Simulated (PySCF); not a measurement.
PySCF 2.14.0, HF/def2-svp, df: Zr(Cl)(I)3 ([Cl][Zr]([I])([I])[I]), 5 atoms. The geometry is a generated start, not checked to be a minimum at this level.

```
Property                                                   Value
-------------------------------  -------------------------------
task                                                      energy
method                                                        hf
basis                                                   def2-svp
mol.max_memory                                          16000 MB
mf.max_cycle                                                 100
mf.init_guess                                    minao (default)
mf.DIIS                                          CDIIS (default)
effective core potentials        those of the basis set, past Kr
basis functions (base settings)                              127
```

It runs on a single node (Arm Neoverse V2, 96 cores on 1 socket, no SMT, 1 L3 cache group; 94 cores' worth of CPU time may be used).

Each time is the median wall time of two to five repeats, run one at a time on the otherwise empty machine; start-up is included. Processes are pinned to neighbouring cores unless said otherwise. The build: PyPI wheel: OpenMP (GNU), a bundled serial OpenBLAS 0.3.3 under its C layer, NumPy's threaded OpenBLAS held to generic ARMv8 kernels, libcint, Libxc; another build can shift the numbers. Scratch files lie in a memory file system.

All on 16 threads, 1 BLAS thread. Base settings, kept where nothing else is said: two_electron_scheme = density fitting, mf.conv_tol = 1e-09 (default), mf.diis_space = 8 (default), mf.level_shift = 0 (default). The candidates, on 16 cores each, agree within 1.0 meV/atom in energy:
A. the base settings
B. mf.level_shift = 0.5 Hartree
C. two_electron_scheme = exact four-centre integrals
D. mf.conv_tol = 1e-07 Hartree
E. mf.conv_tol = 1e-11 Hartree
F. mf.diis_space = 4

Question: Which would you take for the shortest time to solution?

Answer: C (two_electron_scheme = exact four-centre integrals), 1.2 s. At the other end B takes 1.4× as long.

| candidate | wall time | repeats | Fock builds (products with the orbital Hessian counted alike) |
|---|---|---|---|
| C | 1.2 s | 3 runs within 3 % | 15 |
| D | 1.4 s | 3 runs within 3 % | 13 |
| A | 1.5 s | 3 runs within 2 % | 15 |
| F | 1.6 s | 3 runs within 1 % | 16 |
| E | 1.6 s | 3 runs within 1 % | 17 |
| B | 1.7 s | 3 runs within 2 % | 20 |

From the slowest to the fastest: The count of Fock builds goes from 20 to 15. Launch, exit and the like take 0.39 s of the 1.2 s.
